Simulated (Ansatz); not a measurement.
For Ag (P6_3/mmc) at 575 K, quasi-harmonic approximation with PBEsol in Ansatz (an electronic-structure program) gives a volume expansion coefficient α_V = 68.02 × 10⁻⁶ K⁻¹, an isothermal bulk modulus B_T = 93.4 GPa, a molar volume V_m = 10.397 cm³/mol and C_V = 25.17 J/(mol K). The cell is a database entry relaxed within its symmetry; it need not be the phase found at ambient conditions.

Q: Work out the Grüneisen parameter, C_P and the adiabatic bulk modulus.

A: γ = α_V B_T V_m / C_V = 2.63. C_P − C_V = α_V² B_T V_m T = 2.58 J/(mol K), so C_P = 27.75 J/(mol K). B_S = B_T C_P/C_V = B_T (1 + α_V γ T) = 103.0 GPa.

The PAW data sets were generated under PBE and serve the other functionals too.
